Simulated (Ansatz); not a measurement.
# Hf₂CS (space group P6_3/mmc, No. 194; a cell from a computed database, its experimental status unchecked)

```cif
data_C2Hf4S2
_chemical_formula_sum 'Hf4 C2 S2'
_space_group_name_H-M_alt 'P 1'
_space_group_IT_number 1
_cell_length_a 3.34390
_cell_length_b 3.34390
_cell_length_c 11.95961
_cell_angle_alpha 90.000
_cell_angle_beta 90.000
_cell_angle_gamma 120.000
loop_
_space_group_symop_operation_xyz
  'x, y, z'
loop_
_atom_site_label
_atom_site_type_symbol
_atom_site_fract_x
_atom_site_fract_y
_atom_site_fract_z
_atom_site_occupancy
Hf1 Hf 0.33333 0.66667 0.39946 1
Hf2 Hf 0.66667 0.33333 0.60054 1
Hf3 Hf 0.66667 0.33333 0.89946 1
Hf4 Hf 0.33333 0.66667 0.10054 1
C1 C 0.00000 0.00000 0.50000 1
C2 C 0.00000 0.00000 0.00000 1
S1 S 0.66667 0.33333 0.25000 1
S2 S 0.33333 0.66667 0.75000 1
```

All numbers come from Ansatz (a program for electronic structure) PBEsol, without spin-orbit coupling. Settings: 16×16×4 k-points, 0.05 eV Fermi–Dirac smearing.

Volume per atom: 14.48 Å³
Density: 11.50 g/cm³
Band gap: zero
Total energy: -8083.344 eV/atom (σ→0; compares only within this code and set-up)

Stability against distortions was not tested. The final runs are not spin-polarised.
